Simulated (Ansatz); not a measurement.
Structures of equal composition on the (111)A surface of zinc-blende GaAs (Ga plane on top): 2x2 Al adatom at H3; 2x2 Al adatom at T4. The slabs share one bottom face, and each structure is named by its start. These are constructed structures in small cells; real faces may alloy, dewet or reconstruct in larger ones, and not all known structures of the face are among them. Slabs of about 14 Å with all that they carry, Fermi-Dirac smearing of 0.025 eV. Bottom of the slabs: H caps. Relaxed from the named starts with such symmetry as they have, on meshes of like density; energies extrapolated to zero smearing; no spin-orbit coupling, no U. Spin-polarised runs, if any, are marked in brackets, and their order is one that fits the cell; the others ran without spin. Where a second, spin-polarised start was run, the lower counts.

Host crystal: zinc-blende GaAs, with a band gap (PBE, scalar-relativistic without spin-orbit coupling).

Level of theory: r2SCAN, at the PBE geometry (plane waves to 500 eV, PAW; Ansatz, a program for electronic structure).

### Question
Put the candidates in order of energy per 1x1 cell, lowest first, for r2SCAN, at the PBE geometry.

### Answer
2x2 Al adatom at T4 (0.000 eV, gap 0.39 eV on the mesh), 2x2 Al adatom at H3 (0.040 eV, gap 0.54 eV on the mesh)
